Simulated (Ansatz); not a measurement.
Consider PbSe in the rock salt structure (space group Fm-3m, No. 225; a = 6.1780 Å).

Method: r2SCAN in Ansatz (plane waves to 500 eV, PAW, without spin-orbit coupling).

Before the change:

| Item | Value |
|---|---|
| Pressure | -0.01 GPa |
| Valley order | L along ⟨111⟩ 0.67 eV; a point along ⟨110⟩, about 0.6 Å⁻¹ from Γ 1.46 eV; a point along ⟨100⟩, about 0.4 Å⁻¹ from Γ 2.19 eV |

It is then changed as follows: the cell is scaled by 1.0050 in all directions, atoms relaxed at fixed cell.

Q: What does the calculation give for the pressure and valley order after the change?

A: The pressure shrinks by 0.74 GPa, from -0.01 GPa to -0.75 GPa; the valley order (the lowest conduction-band minima on the path, energy above the VBM, named in the base's zone) changes from L along ⟨111⟩ 0.67 eV; a point along ⟨110⟩, about 0.6 Å⁻¹ from Γ 1.46 eV; a point along ⟨100⟩, about 0.4 Å⁻¹ from Γ 2.19 eV to L along ⟨111⟩ 0.71 eV; a point along ⟨110⟩, about 0.6 Å⁻¹ from Γ 1.49 eV; a point along ⟨100⟩, about 0.4 Å⁻¹ from Γ 2.21 eV.

With Pb present, leaving out spin-orbit coupling can change the band edges. The levels and masses belong to the bands next to the band gap. The cells carry an imposed strain or load. Whether these cells are dynamically stable was not tested.

Ansatz is a first-principles code.
